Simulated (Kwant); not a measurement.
Model system: quantum point contact (saddle potential) in a Si two-dimensional gas. Effective mass 0.19 mₑ, grid spacing 2 nm, hard walls, nominal width 40 nm (19 grid rows, so walls 40 nm apart), one parabolic valley, scattering region 120 nm long along x; energies count from the band bottom; Fermi energy 0.0375 eV. Potential (V0 + ½k y²) cos²(πx/L) for |x| < L/2, with V0 swept from 0.039375 to 0 eV, k = 0.00038 eV/nm², L = 44 nm.

Constants are typed, rounded textbook-type inputs, not results; the design itself was drawn at random and stands for no fabricated device.

Model: effective-mass tight-binding model on a square grid, one spin, coherent transport at 0 K (Kwant). Conductance is in e²/h.

Sweep values stay those of the base run.

The Fermi energy was swept, all else fixed.

| Fermi energy (eV) | mean G (e²/h) over the sweep | G (e²/h) at V0 = 19.97 meV | G (e²/h) at V0 = 29.67 meV | G (e²/h) at V0 = 10.27 meV |
|---|---|---|---|---|
| 0.019 | 0.37 | 0.0091 | 6.3e-5 | 0.91 |
| 0.026 | 0.72 | 0.50 | 0.0044 | 1.15 |
| 0.032 | 1.08 | 1.00 | 0.12 | 1.93 |
| 0.0375 | 1.49 | 1.40 | 0.73 | 2.13 |
| 0.045 | ___ | ___ | ___ | ___ |

What belongs in the gaps?


- 0.045, mean G (e²/h) over the sweep: 2.10
- 0.045, G (e²/h) at V0 = 19.97 meV: 2.04
- 0.045, G (e²/h) at V0 = 29.67 meV: 1.18
- 0.045, G (e²/h) at V0 = 10.27 meV: 2.96
